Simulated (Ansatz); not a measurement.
AlB2-type HfB2, relaxed in Ansatz (plane waves) with several semilocal functionals. Each gives its own volume and its own elastic constant C11:

```json
[
 {"level": "LDA", "V0 (Å³/atom)": "9.512", "elastic constant C11 (GPa)": "646.2", "ln V0": "2.2526", "ln C11": "6.4711"},
 {"level": "PBEsol", "V0 (Å³/atom)": "9.731", "elastic constant C11 (GPa)": "622.0", "ln V0": "2.2753", "ln C11": "6.4329"},
 {"level": "r²SCAN", "V0 (Å³/atom)": "9.880", "elastic constant C11 (GPa)": "621.0", "ln V0": "2.2905", "ln C11": "6.4313"},
 {"level": "PBE", "V0 (Å³/atom)": "9.958", "elastic constant C11 (GPa)": "595.0", "ln V0": "2.2984", "ln C11": "6.3886"},
 {"level": "revPBE", "V0 (Å³/atom)": "10.086", "elastic constant C11 (GPa)": "580.1", "ln V0": "2.3111", "ln C11": "6.3632"},
 {"level": "BLYP", "V0 (Å³/atom)": "10.234", "elastic constant C11 (GPa)": "547.2", "ln V0": "2.3257", "ln C11": "6.3048"}
]
```

**Question.** Fit a straight line to ln C11 against ln V0. What does it predict for r²SCAN+rVV10, whose volume is 9.831 Å³/atom?

**Answer.** With x = ln V0 and y = ln C11: means 2.29227 and 6.39865; Σ(Δx Δy) = -0.007380, Σ(Δx²) = 0.003375, so the slope is -2.19. At x = 2.2855 the line gives y = 6.39865 + (-2.19) × (2.2855 − 2.29227) = 6.4135, or 610.0 GPa. The run with r²SCAN+rVV10 gives 628.0 GPa, +3.0 % from the line. The rows used scatter about it by up to 2.9 %, while the largest value lies 18 % above the smallest.

Ansatz's density-functional and Hartree–Fock values are scalar-relativistic unless marked +SOC, with PAW data made under PBE.

Ansatz is a quantum-chemistry and plane-wave program.
